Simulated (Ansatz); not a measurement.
**A computed series for Si: alloy series**

The reference is Si in the diamond structure (space group Fd-3m, No. 227; a = 5.4338 Å).

The other end (x = 1) is Ge in the diamond structure (space group Fd-3m, No. 227): 22.86 Å³/atom, gap zero.

Ge replaces a fraction x of Si; each row is one arrangement (x, atoms in the cell, starting space group or random), fully relaxed.

Calculations: Ansatz (a quantum-chemistry and plane-wave program) PBEsol, no spin-orbit coupling.

Candidates:
(a) x(Ge) = 0.625, 8 atoms, Pm
(b) x(Ge) = 0.625, 8 atoms, Cm
(c) x(Ge) = 0.375, 8 atoms, Pmm2
(d) x(Ge) = 0.75, 4 atoms, P-4m2
(e) x(Ge) = 0.375, 8 atoms, P-43m

For the base:

Band gap: 0.47 eV

### Question
Order them by band gap, highest first.

### Answer
(a) x(Ge) = 0.625, 8 atoms, Pm (0.44 eV), (b) x(Ge) = 0.625, 8 atoms, Cm (0.41 eV), (e) x(Ge) = 0.375, 8 atoms, P-43m (0.38 eV), (c) x(Ge) = 0.375, 8 atoms, Pmm2 (0.31 eV), (d) x(Ge) = 0.75, 4 atoms, P-4m2 (0.21 eV)

Each cell is one ordered arrangement of few atoms, which overstates ordering effects compared with a random alloy. No phonon test of stability was made. The zero or small gap of Ge and SiGe3 can change with the level of theory.
